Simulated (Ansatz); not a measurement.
The starting structures come from a database of crystals and need not be the phases stable at ambient conditions.

By PBEsol, the system below comes out a metal.

The ballistic (Sharvin) conductance counts the channels at the Fermi level: G/A = (e²/h) × channels of both spins per area.

Here is the system:

```
CELL_PARAMETERS angstrom
      3.87261     0.00000     0.00000
     -1.93630     3.35378     0.00000
      0.00000     0.00000     4.91621
ATOMIC_POSITIONS crystal
  Si 0.66667 0.33333 0.25000
  Si 0.33333 0.66667 0.75000
  Ni 0.33333 0.66667 0.25000
  Ni 0.66667 0.33333 0.75000
  Ni 0.00000 0.00000 0.50000
  Ni 0.00000 0.00000 0.00000
```

The cell is taken as given.

The current flows along the normal of the first two printed cell vectors, the (001) plane of the conventional cell. No spin-orbit coupling; the value is a mean over 0.1 eV about the Fermi level.

Task: Predict the ballistic conductance per area from PBEsol run with Ansatz (a quantum-chemistry and plane-wave program).

Result: 0.84 × 10¹⁵ S/m² for both spins.
